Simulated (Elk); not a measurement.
Worked example: self-consistent single point of HRh (Fm-3m, 2 atoms in the cell) in Elk.

Level of theory: LDA (PW92), all-electron FP-LAPW, Elk's shipped species files, LAPW+lo basis (Elk 10.2.4).

```
HRh
1.0
    0.00000     2.02254     2.02254
    2.02254     0.00000     2.02254
    2.02254     2.02254     0.00000
H Rh
1 1
Direct
  0.50000   0.50000   0.50000
  0.00000   0.00000   0.00000
```
Moments meant for the start (each program seeds them in its own way; μB, in the order of the atoms H Rh): 0.0 1.0.

Reference input (self-consistent single point, DFT, LDA (PW92), all-electron FP-LAPW, Elk's shipped species files, LAPW+lo basis): xctype = 3; spinpol = true; rgkmax = 7.5; stype = 3; swidth = 0.00367493 Ha; ngridk = 6 6 6; reducebf = 0.7; gmaxvr = 14 1/bohr; nxoapwlo = 1; rmtscf = 0.89; nempty = 8 per atom; bfcmt = [[0.0, 0.0, 0.0], [0.0, 0.0, -0.25]]. This run's input differs from it in these lines:

```diff
@@ -28,6 +28,6 @@
 stype
-  3
+  1
 
 swidth
-  0.00367493
+  0.000367493
 
@@ -54,3 +54,3 @@
 ngridk
-  6 6 6
+  10 10 10
```

Output (repeated stretches shortened):

```
│ Self-consistent loop started │
│ Loop number : 1 │
 total energy                :     -4778.81133548
 total moment                :    1.283678461
│ Loop number : 2 │
 total energy                :     -4779.05507579
 total moment                :    1.279946959
RMS change in Kohn-Sham potential (target) :   0.3370750433     (  0.1000000000E-05)
Absolute change in total energy (target)   :   0.2437403043     (  0.1000000000E-03)
│ Loop number : 3 │
 total energy                :     -4779.14284225
 total moment                :    1.280423079
RMS change in Kohn-Sham potential (target) :   0.3271265031     (  0.1000000000E-05)
   [... lines left out ...]
│ Loop number : 198 │
 total energy                :     -4781.14537454
 total moment                :   0.5485322757
RMS change in Kohn-Sham potential (target) :   0.2046388136E-02 (  0.1000000000E-05)
Absolute change in total energy (target)   :   0.7311369611E-01 (  0.1000000000E-03)
│ Loop number : 199 │
 total energy                :     -4781.28322002
 total moment                :   0.4430967123
RMS change in Kohn-Sham potential (target) :   0.9464026594E-04 (  0.1000000000E-05)
Absolute change in total energy (target)   :   0.1195670530     (  0.1000000000E-03)
│ Loop number : 200 │
Reached self-consistent loops maximum

Energies :
 Fermi                       :     0.437439128937
 xc effective B-field        :    -0.257707336952E-02
 external B-field            :      0.00000000000
 total energy                :     -4781.27306101
 (external B-field energy excluded from total)

Density of states at Fermi energy :    100.0812417
 (states/Hartree/unit cell)

   [... lines left out ...]
Estimated indirect band gap :   0.2264679818E-03
Estimated direct band gap   :   0.3184021502E-02
   [... lines left out ...]
 at k-point     18

Charges :
 core                        :    28.00000000
 valence                     :    18.00000000
 interstitial                :    2.146829939
 muffin-tins (core leakage)
  species :    1 (H)
   atom    1                 :   0.6167759236     (   0.000000000    )
  species :    2 (Rh)
   atom    1                 :    43.23639414     (  0.1657977151E-06)
 total in muffin-tins        :    43.85317006
 total calculated charge     :    46.00415722
 total charge                :    46.00000000
 error                       :   0.4157216331E-02

Moments :
 interstitial                :   0.7555961044E-02
 muffin-tins
  species :    1 (H)
   atom    1                 :  -0.3339576260E-02
  species :    2 (Rh)
   atom    1                 :   0.4277729475
 total in muffin-tins        :   0.4244333712
 total moment                :   0.4319893323

│ Self-consistent loop stopped │
```

The run ended unconverged after 200 iterations. 

The starting cell comes from a database of computed structures (which also holds hypothetical and non-ambient phases and stackings), without a prior relaxation at this level. Its lattice was rescaled by up to half a per cent. Values depend on the basis (sphere radii, cutoffs, local orbitals), which need not be converged.

Cost on one core of a shared machine: roughly 4 min.
